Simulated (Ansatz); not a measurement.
CdTe: pressure series

Take CdTe in the zinc blende structure (space group F-43m, No. 216) as the base.

```xyz
2
Lattice="0.0000 3.3093 3.3093 3.3093 0.0000 3.3093 3.3093 3.3093 0.0000" Properties=species:S:1:pos:R:3 pbc="T T T"
Te     4.9639     4.9639     4.9639
Cd     0.0000     0.0000     0.0000
```

Cell and atoms are relaxed at each pressure.

The values are results of DFT with PBE, PAW potentials and a 420 eV plane-wave cutoff in Ansatz (a program for electronic structure), without spin-orbit coupling, earlier PAW set, not measurements.

```json
[
 {"pressure (GPa)": "-2", "band gap (eV)": "0.39"},
 {"pressure (GPa)": "-1", "band gap (eV)": "0.49"},
 {"pressure (GPa)": "0", "band gap (eV)": "0.58"},
 {"pressure (GPa)": "0.9", "band gap (eV)": "?"},
 {"pressure (GPa)": "2.1", "band gap (eV)": "0.74"},
 {"pressure (GPa)": "4.5", "band gap (eV)": "0.89"},
 {"pressure (GPa)": "9", "band gap (eV)": "1.10"},
 {"pressure (GPa)": "15", "band gap (eV)": "1.32"}
]
```

Q: Fit E_g = E₀ + αP + βP² to the rows shown and predict the withheld row.

A: Least squares on the printed values gives E₀ = 0.57 eV, α = 78.6 meV/GPa, β = -1.9 meV/GPa² (largest residual 0.02 eV); this predicts 0.64 eV, and the run gives 0.65 eV, in agreement.

With Te present, leaving out spin-orbit coupling can change the band edges. Load acts through the strain it causes; cell and atoms are relaxed under it. Whether these cells are dynamically stable was not tested. Measured, CdTe leaves this structure (for cinnabar) near 3.53 GPa (temperature not stated; as listed in Datta, Sujoy, Jana, Debnarayan, arXiv (2020)), on rising pressure, with hysteresis.
